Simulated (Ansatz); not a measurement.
Consider Cu in the fcc (Cu type) structure (space group Fm-3m, No. 225; a = 3.5184 Å; relaxed with 0.1 eV smearing). Axes: x, y, z lie along the cube axes.

The values are results of Ansatz (a quantum-chemistry and plane-wave program), LDA, PAW, cutoff 420 eV, no spin-orbit coupling, not measurements.

For the base:

- Pressure: 0.0 GPa
- Shortest interatomic distance: 2.488 Å

The change: uniaxial strain ε_zz = −1.50 %, all other strain components held at zero, atoms relaxed at fixed cell.

Predict the new pressure.

The pressure (mean of the normal stresses, compression positive) goes from zero to 3.0 GPa.

Estimate the effect on the shortest interatomic distance.

The shortest interatomic distance decreases by 0.019 Å, from 2.488 Å to 2.469 Å.

Estimate the effect on the energy relative to the base.

The energy grows by 1.8 meV/atom.

Whether these cells are dynamically stable was not tested. All final runs are without spin polarisation.
